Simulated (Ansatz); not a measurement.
**What N → Cl does to YN**

The parent structure is YN in the rock salt structure (space group Fm-3m, No. 225; a = 4.896 Å).

One thing is altered: Cl takes the place of N on all its sites; the structure is relaxed again.

Computed with plane-wave PAW DFT at the r2SCAN level (Ansatz, a program for electronic structure, 500 eV), without spin-orbit coupling. Γ-centred 15×15×15 mesh, Fermi–Dirac width 0.05 eV, for the changed cell.

```json
[
 {"quantity": "volume per atom", "base": "14.67 Å³", "changed": "21.28 Å³", "shift": "+6.616 Å³"},
 {"quantity": "lattice parameter a", "base": "4.896 Å", "changed": "5.543 Å", "shift": "+0.647 Å"},
 {"quantity": "space group", "base": "Fm-3m (No. 225)", "changed": "Fm-3m (No. 225)", "shift": "–"},
 {"quantity": "shortest interatomic distance", "base": "2.448 Å", "changed": "2.771 Å", "shift": "+0.323 Å"},
 {"quantity": "band gap", "base": "0.58 eV", "changed": "zero", "shift": "–"}
]
```

Final structure:

```
YCl
1.0
    0.00000     2.77127     2.77127
    2.77127     0.00000     2.77127
    2.77127     2.77127     0.00000
Cl Y
1 1
Direct
  0.00000   0.00000   0.00000
  0.50000   0.50000   0.50000
```

Cost of the whole job for the changed cell (relaxation, final SCF and bands): around 100 core-seconds (rough).

Whether these cells are dynamically stable was not tested. As relaxed here, YCl is a hypothetical phase, not in the database extracts checked. All final runs are without spin polarisation.
